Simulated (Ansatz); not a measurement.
Ansatz (a quantum-chemistry and plane-wave program) run on LuNi4Sn (F-43m, 6 atoms in the cell): relaxation of cell and atoms.

Level of theory: LDA (PW92), default PAW files made with PBE (plane waves; Ansatz).

The change in words: atoms on their sites; relax: default → cell and atoms. Reference geometry:
```
LuNi4Sn
1.0
    0.00000     3.51295     3.51295
    3.51295     0.00000     3.51295
    3.51295     3.51295     0.00000
Lu Ni Sn
1 4 1
Direct
  0.00411   0.00411   0.00411
  0.62479   0.62479   0.62479
  0.12563   0.62479   0.62479
  0.62479   0.62479   0.12563
  0.62479   0.12563   0.62479
  0.25000   0.25000   0.25000
```

Reference input (self-consistent single point, DFT, LDA (PW92), plane waves, default PAW files made with PBE): basis.ecutwfc = 30.9 Ry; kpoints.mp_grid.grid = 5 5 5; hamiltonian.xc = lda; hamiltonian.pseudopotentials = {kind: paw} (the program's default PAW files); scf.occupations.method = gaussian; scf.occupations.width = 0.0073 Ry. This run's input differs from it in these lines:

```diff
@@ -7,3 +7,3 @@
   atoms:
-    - { symbol: Lu, position: [0.004109, 0.004109, 0.004109] }
+    - { symbol: Lu, position: [0.000000, 0.000000, 0.000000] }
     - { symbol: Ni, position: [0.624790, 0.624790, 0.624790] }
@@ -22,2 +22,4 @@
   occupations: { method: gaussian, width: 0.0073 Ry }
+relax:
+  cell: {}
 output:
```

The program printed (abridged):

```
   [... SCF lines of the steps left out ...]
relax step   1: F+E_penalty+E_count = -43468.40378356 eV  Δ(F+E_penalty+E_count) = +0.000e0 eV  max|allowed force component| = 1.480e-2 eV/Å  Δτ_max = 0.0000 Å  P = -12.833 GPa  Ω = 86.705 Å³  (9 SCF iters, dr2 threshold 1.00e-7 eV, accepted)
relax step   2: F+E_penalty+E_count = -43468.73260769 eV  Δ(F+E_penalty+E_count) = -3.288e-1 eV  max|allowed force component| = 1.330e-2 eV/Å  Δτ_max = 0.0013 Å  P = +0.800 GPa  Ω = 78.902 Å³  energy of the carried Pulay correction = +4.532e-3 eV  [...]
relax step   3: F+E_penalty+E_count = -43468.73323390 eV  Δ(F+E_penalty+E_count) = -6.262e-4 eV  max|allowed force component| = 5.223e-3 eV/Å  Δτ_max = 0.0005 Å  P = -0.145 GPa  Ω = 79.320 Å³  energy of the carried Pulay correction = +4.278e-3 eV  [...]
relax step   4: F+E_penalty+E_count = -43468.73330585 eV  Δ(F+E_penalty+E_count) = -7.195e-5 eV  max|allowed force component| = 3.385e-3 eV/Å  Δτ_max = 0.0001 Å  P = -0.005 GPa  Ω = 79.257 Å³  energy of the carried Pulay correction = +4.316e-3 eV  [...]
relax step   5: F+E_penalty+E_count = -43468.72951495 eV  Δ(F+E_penalty+E_count) = +3.791e-3 eV  max|allowed force component| = 3.383e-3 eV/Å  Δτ_max = 0.0000 Å  P = -0.024 GPa  Ω = 79.257 Å³  stress off target by 2.35e-2 GPa  SCF on the basis [...]
basis re-selected at this cell: Δ(F+E_penalty+E_count) = +3.791e-3 eV, ΔP = -0.018 GPa vs the last step
the relaxation is at rest under the 24 symmetry operations that the run kept from its start: a minimum is not shown …
Free energy (F): -43468.729515 eV
Internal energy: -43468.691700 eV  (E = F + TS)
E sigma→0 (E₀):  -43468.710607 eV
Entropy (-TS):   -0.037815 eV (-6.303 meV/atom)
Fermi energy:    18.947996 eV
--- Forces (eV/Å), atoms counted from 1 ---
  atom   1  Lu    -0.00000000    -0.00000000    -0.00000000
   [... lines left out ...]
  cell:  # Å, volume = 79.2574 Å³
   [... lines left out ...]
    - { symbol: Ni, position: [0.6248421272426727, 0.6248421272426727, 0.6248421272426727] }
    - { symbol: Ni, position: [0.1254736182719819, 0.6248421272426727, 0.6248421272426727] }
    - { symbol: Ni, position: [0.6248421272426727, 0.6248421272426727, 0.1254736182719819] }
    - { symbol: Ni, position: [0.6248421272426727, 0.1254736182719819, 0.6248421272426727] }
    - { symbol: Sn, position: [0.25, 0.25, 0.25] }
```

The run converged.  The full log also holds: “iter 5 did not close the SCF: its close was put off for the readings that it lacked (scf_convergence_deferred on its scf_iter line)”.

Summary of the result:
- Free energy E − TS (on the zero of these files): -43468.7295 eV
- Fermi level (on the code's own zero): 18.95 eV
- Pressure: -0.02 GPa
- Largest force (vector length): 0.006 eV/Å
- Final cell: a = b = c = 4.822 Å, α = β = γ = 60.00°
- Final volume per atom: 13.21 Å³
- Relaxation steps: 5

The starting cell comes from a database of computed structures (which also holds hypothetical and non-ambient phases and stackings), without a prior relaxation at this level. Its lattice was rescaled by up to half a per cent. Spin polarisation is off. The relaxation keeps the symmetry of its start, so its end need not be a minimum. Ansatz's pressure includes its estimate of the finite-basis (Pulay) stress.

Cost on one core of a shared machine: roughly 50 s.

Keys are those of Ansatz 0.2.
